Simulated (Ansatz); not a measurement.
Consider CdSe in the zinc blende structure (space group F-43m, No. 216).

Space group F-43m (No. 216); a = b = c = 6.1333 Å, α = β = γ = 90.00°

| atom | site | symmetry | x | y | z |
|---|---|---|---|---|---|
| Se | 4c | -43m | 0.2500 | 0.2500 | 0.2500 |
| Cd | 4a | -43m | 0.0000 | 0.0000 | 0.0000 |
(The calculation used a cell of 2 atoms; values per cell refer to that cell.)

The values are results of Ansatz (a first-principles code) r2SCAN, no SOC, not measurements.

One change was made to it. Results:

| quantity | base | after |
|---|---|---|
| band gap | 1.04 eV | 1.05 eV |
| electron mass | 0.093 mₑ (at Γ) | 0.094 mₑ (at Γ) |
| hole mass (degenerate bands, along [100]) | 0.098, 0.70, 0.70 mₑ (at Γ) | 0.099, 0.69, 0.69 mₑ (at Γ) |
| lattice parameter a | 613.3 pm | 612.2 pm |
| width of the top valence band | 2.12 eV | 2.15 eV |

Question: Name the change that was made.
A) pressure 3 GPa
B) pressure 5 GPa
C) pressure 0.3 GPa
D) pressure −2 GPa

Answer: C, pressure 0.3 GPa. For comparison, the band gap in the other runs: pressure 5 GPa gives 1.22 eV; pressure −2 GPa gives 0.94 eV; pressure 3 GPa gives 1.15 eV.

Load acts through the strain it causes; cell and atoms are relaxed under it. Effective masses come from finite differences of ±0.01 Å⁻¹. Stability against distortions was not tested. Tetrahedral semiconductors of this kind turn to denser phases somewhere between about 1 and 50 GPa; those were not computed, so compressed cells here can lie past the real transition.
